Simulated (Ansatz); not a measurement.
We consider SiC₂N₄ (model structure, Fd-3m, No. 227, 14 atoms in the cell), described by r²SCAN (Ansatz, a quantum-chemistry and plane-wave program, PAW).

Input:

Ansatz 0.2 input:
```yaml
crystal:
  lattice:
    - [0.0, 3.5997676417, 3.5997676417]
    - [3.5997676417, 0.0, 3.5997676417]
    - [3.5997676417, 3.5997676417, 0.0]
  atoms:
    - { symbol: C, position: [0.125, 0.125, 0.125] }
    - { symbol: C, position: [0.625, 0.125, 0.125] }
    - { symbol: C, position: [0.125, 0.625, 0.125] }
    - { symbol: C, position: [0.125, 0.125, 0.625] }
    - { symbol: Si, position: [0.75, 0.75, 0.75] }
    - { symbol: Si, position: [0.5, 0.5, 0.5] }
    - { symbol: N, position: [0.3611357996, 0.3611357996, 0.3611357996] }
    - { symbol: N, position: [0.9165926013, 0.3611357996, 0.3611357996] }
    - { symbol: N, position: [0.3611357996, 0.9165926013, 0.3611357996] }
    - { symbol: N, position: [0.3611357996, 0.3611357996, 0.9165926013] }
    - { symbol: N, position: [0.8888642004, 0.8888642004, 0.8888642004] }
    - { symbol: N, position: [0.3334073987, 0.8888642004, 0.8888642004] }
    - { symbol: N, position: [0.8888642004, 0.3334073987, 0.8888642004] }
    - { symbol: N, position: [0.8888642004, 0.8888642004, 0.3334073987] }
basis:
  ecutwfc: 560
  ecutrho_ratio: 4
  xc_grid: 3
kpoints:
  mp_grid: { grid: [8, 8, 8] }
  band_path:
    path:
      - [0.0, 0.0, 0.0]
      - [0.0625, 0.0, 0.0625]
      - [0.125, 0.0, 0.125]
      - [0.1875, 0.0, 0.1875]
      - [0.25, 0.0, 0.25]
      - [0.3125, 0.0, 0.3125]
      - [0.375, 0.0, 0.375]
      - [0.4375, 0.0, 0.4375]
      - [0.5, 0.0, 0.5]
      - [0.5625, 0.125, 0.5625]
      - [0.625, 0.25, 0.625]
      - [0.375, 0.375, 0.75]
      - [0.333333, 0.333333, 0.666667]
      - [0.291667, 0.291667, 0.583333]
      - [0.25, 0.25, 0.5]
      - [0.208333, 0.208333, 0.416667]
      - [0.166667, 0.166667, 0.333333]
      - [0.125, 0.125, 0.25]
      - [0.083333, 0.083333, 0.166667]
      - [0.041667, 0.041667, 0.083333]
      - [0.071429, 0.071429, 0.071429]
      - [0.142857, 0.142857, 0.142857]
      - [0.214286, 0.214286, 0.214286]
      - [0.285714, 0.285714, 0.285714]
      - [0.357143, 0.357143, 0.357143]
      - [0.428571, 0.428571, 0.428571]
      - [0.5, 0.5, 0.5]
      - [0.5, 0.45, 0.55]
      - [0.5, 0.4, 0.6]
      - [0.5, 0.35, 0.65]
      - [0.5, 0.3, 0.7]
      - [0.5, 0.25, 0.75]
      - [0.5, 0.166667, 0.666667]
      - [0.5, 0.083333, 0.583333]
    npoints: 1
hamiltonian:
  xc: r2scan
  dispersion: none
  pseudopotentials: { kind: paw }
scf:
  occupations: { method: fermi_dirac, width: 0.01 }
  convergence: { dr2_threshold: 0.0000000014 }
output:
  forces: true
  stress: true
  eigenvalues: true
  write_bands: true
```

Output (set-up and result lines):

```
Crystal: 14 atoms, lattice volume = 93.294 Å³
Basis set: ecut = 560 eV, 2741 PW (Γ), exchange–correlation on 120×120×120 points (27 copies of the dense FFT grid, shifted against one another)
Bands: 46, of which v1, the nominal top of the filled ones, is band 32 counted from 1 (31 counted from 0)
Symmetry: 48 space group operations
Space group: Fd-3m (ITA 227), of the structure as read, at distance tolerance 4.5e-5 Å
k-points: 29 of 512
Functional: x = r2scan, c = r2scan; τ floored in thin density (d = 2e-4 eV/Å³)
SCF iter   1: F=—  HF=-5344.724697 eV  |F-HF|=—  |Δ(HF+E_count)|=         —  Δρ=2.78e-2  dr2=5.98e-1  dr2_τ=1.36e0
SCF iter   2: F=—  HF=-5345.109580 eV  |F-HF|=—  |Δ(HF+E_count)|=   3.85e-1  Δρ=9.06e-3  dr2=4.67e-2  dr2_τ=1.54e-2
  ...
SCF iter   7: F=—  HF=-5345.108508 eV  |F-HF|=—  |Δ(HF+E_count)|=   7.65e-8  Δρ=2.30e-6  dr2=3.10e-9  dr2_τ=2.76e-10
SCF iter   8: F=-5345.108508 eV  HF=-5345.108508 eV  |F-HF|=1.55e-11  |Δ(HF+E_count)|=   2.69e-9  Δρ=2.59e-7  dr2=3.36e-11  dr2_τ=2.37e-12
SCF 1 converged in 8 iterations: F = -5345.108508 eV  dr2 = 3.36e-11
SCF converged after 8 iterations
Free energy (F): -5345.108508 eV
Internal energy: -5345.108503 eV  (E = F + TS)
E sigma→0 (E₀):  -5345.108505 eV
Fermi energy:    12.692846 eV
--- Forces (eV/Å), atoms counted from 1 ---
  atom   1  C      0.00000000    -0.00000000    -0.00000000
  atom   2  C     -0.00000000     0.00000000     0.00000000
  atom   3  C     -0.00000000     0.00000000    -0.00000000
  atom   4  C     -0.00000000     0.00000000     0.00000000
  atom   5  Si    -0.00000000     0.00000000    -0.00000000
  atom   6  Si    -0.00000000     0.00000000     0.00000000
  atom   7  N      0.23050801     0.23050801     0.23050801
  atom   8  N      0.23050801    -0.23050801    -0.23050801
  atom   9  N     -0.23050801     0.23050801    -0.23050801
  atom  10  N     -0.23050801    -0.23050801     0.23050801
  atom  11  N     -0.23050801    -0.23050801    -0.23050801
  atom  12  N     -0.23050801     0.23050801     0.23050801
  atom  13  N      0.23050801    -0.23050801     0.23050801
  atom  14  N      0.23050801     0.23050801    -0.23050801
--- Stress (GPa, compression-positive) ---
        2.786548       0.000000       0.000000
        0.000000       2.786548       0.000000
       -0.000000      -0.000000       2.786548
  P = ⅓ Tr σ = 2.7865 GPa (27.865 kbar)
```

The PAW data were made under PBE.

Note: the relaxation could raise the start's symmetry but not lower it, so the cell can be a saddle point. Note: cell and atoms aren't relaxed at this level (largest force component 0.23 eV/Å, pressure 2.8 GPa).

The result took roughly 30 core-seconds.

A model structure was made by putting elements into a prototype or built by hand; it is no filed structure, need not be a known phase, and can be a saddle point held by its symmetry.
